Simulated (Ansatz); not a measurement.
The parent structure is BeS in the zinc blende structure (space group F-43m, No. 216).

```xyz
2
Lattice="0.0000 2.3982 2.3982 2.3982 0.0000 2.3982 2.3982 2.3982 0.0000" Properties=species:S:1:pos:R:3 pbc="T T T"
Be     0.0000     0.0000     0.0000
S      1.1991     1.1991     1.1991
```

Cartesian axes are those of the cell as printed.

The values are results of Kohn–Sham DFT with the LDA functional, run in Ansatz (an electronic-structure program) with PAW and 420 eV plane waves, without spin-orbit coupling, not measurements.

Strains are applied to the cell and any free atomic positions relax; under biaxial strain the out-of-plane vector relaxes too.

One change was made to it. Results:

The pressure (mean of the normal stresses, compression positive) goes from zero to 1.91 GPa; the energy grows by 3.6 meV/atom.

Q: Name the change that was made.
A) biaxial strain −2.00 %, plane normal [001], relaxed out of plane
B) biaxial strain −3.00 %, plane normal [001], relaxed out of plane
C) biaxial strain −2.50 %, plane normal [001], relaxed out of plane
D) biaxial strain +1.50 %, plane normal [001], relaxed out of plane
E) biaxial strain −1.50 %, plane normal [001], relaxed out of plane

A: E, biaxial strain −1.50 %, plane normal [001], relaxed out of plane. For comparison, the pressure in the other runs: biaxial strain −2.00 %, plane normal [001], relaxed out of plane gives 2.60 GPa; biaxial strain −3.00 %, plane normal [001], relaxed out of plane gives 4.05 GPa; biaxial strain −2.50 %, plane normal [001], relaxed out of plane gives 3.31 GPa; biaxial strain +1.50 %, plane normal [001], relaxed out of plane gives -1.72 GPa.

No phonon test of stability was made.
